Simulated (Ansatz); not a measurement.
# As (model structure, started from the fcc type, Fm-3m, No. 225, 1 atom in the cell)

Level of theory: LDA in Ansatz (PAW).

Settings: plane-wave cutoff 520 eV, 22×22×22 k mesh, Fermi–Dirac smearing 0.05 eV, scalar-relativistic PAW data made under PBE.

Cell (relaxed at this level):

```
CELL_PARAMETERS angstrom
      0.00000     2.08479     2.08479
      2.08479     0.00000     2.08479
      2.08479     2.08479     0.00000
ATOMIC_POSITIONS crystal
  As 0.00000 0.00000 0.00000
```

```yaml
band_gap: none
bulk modulus B0: 90.6 GPa
```

Note: the bulk modulus is −V dP/dV from two relaxed cells at ±2 % in volume; the relaxation could raise the start's symmetry but not lower it, so the cell can be a saddle point.

Spin–orbit coupling is not included.

The computed numbers hold no vibrational or temperature effects.

A model structure was made by putting elements into a prototype or built by hand; it is no filed structure, need not be a known phase, and can be a saddle point held by its symmetry.

Ansatz is a quantum-chemistry and plane-wave program.
